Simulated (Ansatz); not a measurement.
## Pb₂Au (space group I4/mcm, No. 140)

```xyz
6
Lattice="-3.6622 3.6622 2.8373 3.6622 -3.6622 2.8373 3.6622 3.6622 -2.8373" Properties=species:S:1:pos:R:3 pbc="T T T"
Au     0.0000     0.0000     4.2560
Au     0.0000     0.0000     1.4187
Pb     4.8309     1.1687     0.0000
Pb     2.4935     1.1687     2.8373
Pb    -1.1687     2.4935     2.8373
Pb     1.1687     2.4935     0.0000
```

Level of theory: Kohn–Sham DFT with the PBEsol functional, run in Ansatz (a quantum-chemistry and plane-wave program) with PAW and 420 eV plane waves, without spin-orbit coupling. Γ-centred 11×11×11 mesh, Fermi–Dirac width 0.05 eV.

```json
{
  "volume_per_atom": "25.37 Å³",
  "density": "13.34 g/cm³",
  "band_gap": "zero",
  "total_energy": "-12172.404 eV/atom (σ→0; compares only within this code and set-up)"
}
```

Stability against distortions was not tested.
